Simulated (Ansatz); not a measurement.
The parent structure is BN in the zinc blende structure (space group F-43m, No. 216).

```xyz
2
Lattice="0.0000 1.8123 1.8123 1.8123 0.0000 1.8123 1.8123 1.8123 0.0000" Properties=species:S:1:pos:R:3 pbc="T T T"
B      0.0000     0.0000     0.0000
N      0.9062     0.9062     0.9062
```

The values are results of PBE (Ansatz, a first-principles code; PAW; 420 eV plane waves; without spin-orbit coupling), not measurements.

For the base:

The band gap is 4.46 eV.

Now apply this change: every lattice vector is shortened by 1.50 %, atoms relaxed at fixed cell.

Question: Predict the new energy relative to the base and band gap.

Answer: The energy grows by 15 meV/atom; the band gap grows by 0.05 eV, from 4.46 eV to 4.51 eV.

The cells carry an imposed strain or load. Whether these cells are dynamically stable was not tested.
